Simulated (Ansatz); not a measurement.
Base system: GaCuSe2 in the chalcopyrite structure (space group I-42d, No. 122).

```
GaCuSe2
1.0
   -2.78502     2.78502     5.53739
    2.78502    -2.78502     5.53739
    2.78502     2.78502    -5.53739
Ga Cu Se
2 2 4
Direct
  0.50000   0.50000   0.00000
  0.25000   0.75000   0.50000
  0.00000   0.00000   0.00000
  0.75000   0.25000   0.50000
  0.87500   0.88320   0.50820
  0.11680   0.62500   0.99180
  0.37500   0.36680   0.49180
  0.63320   0.12500   0.00820
```

Cartesian axes are those of the cell as printed.

Computed with PBEsol (Ansatz, a quantum-chemistry and plane-wave program, PAW, scalar-relativistic without spin-orbit coupling).

Strains are applied to the cell and any free atomic positions relax.

One change was made to it. Results:

```csv
quantity,base,after
width of the top valence band,1.02 eV,1.09 eV
band gap,0.12 eV,0.17 eV
"pressure (mean of the normal stresses, compression positive)",0.00 GPa,1.10 GPa
shortest interatomic distance,2.381 Å,2.369 Å
"valence-band top at Γ (three highest levels, from the VBM)","0.00, -0.09, -0.09 eV","0.00, -0.13, -0.13 eV"
```

Q: Name the change that was made.
(A) uniaxial strain ε_zz = −0.75 %
(B) uniaxial strain ε_zz = −2.25 %
(C) uniaxial strain ε_zz = −3.00 %
(D) uniaxial strain ε_zz = −1.50 %

A: D, uniaxial strain ε_zz = −1.50 %. For comparison, the valence-band top at Γ in the other runs: uniaxial strain ε_zz = −0.75 % gives 0.00, -0.11, -0.11 eV; uniaxial strain ε_zz = −2.25 % gives 0.00, -0.15, -0.15 eV; uniaxial strain ε_zz = −3.00 % gives 0.00, -0.17, -0.17 eV.

Stability against distortions was not tested. All final runs are without spin polarisation. A zero or small gap of GaCuSe2 can be the functional's error rather than a property of the material.
